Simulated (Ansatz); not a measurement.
Sn on the 1x1 (111) surface of fcc Ni, ferromagnetic, one in a 2x2 cell, energies for each (21.5 Å²). Energies are against an atom of beta tin, without zero-point or thermal terms; each row is named by its start.

Computed with PBE (plane waves to 420 eV, PAW; Ansatz, an electronic-structure program).

Model: 17-atom slab, 6.0 Å thick at the start under the adsorbate (thin: gaps and levels are the slab's own), 7x7x1 mesh, Fermi-Dirac 0.1 eV, dipole correction, 8 atoms held, the rest relaxed; each run with such symmetry as its start has; spin-polarised, no spin-orbit, no U, no dispersion correction.

A negative adsorption energy means that the adsorbate is more stable on the surface than in its reference. Starts that drift may end in the same place. Heights count from the host atoms within 0.3 Å of the top one.

| starting site | E_ads (eV) | height (Å) | nearest host atom (Å) | bonded to | Δ work function (eV) | lateral drift (Å) | moment (μB) |
|---|---|---|---|---|---|---|---|
| top Ni | -0.65 | 2.05 | Ni 2.35 | Ni | … | 0.0 | 9.4 |
| hollow Ni-Ni-Ni over Ni at depth 2.0 Å | -1.02 | 2.08 | Ni 2.55 | 3 Ni | -0.78 | 0.0 | 9.2 |
| hollow Ni-Ni-Ni over Ni at depth 4.0 Å | -1.03 | 2.07 | Ni 2.55 | 3 Ni | -0.78 | 0.0 | 9.2 |
| bridge Ni-Ni (span 2.5 Å) | -1.03 | 2.07 | Ni 2.55 | 3 Ni | -0.78 | 0.7 | 9.2 |

Problem. Complete the blanks.

Solution. 
- top Ni, Δ work function (eV): -0.87
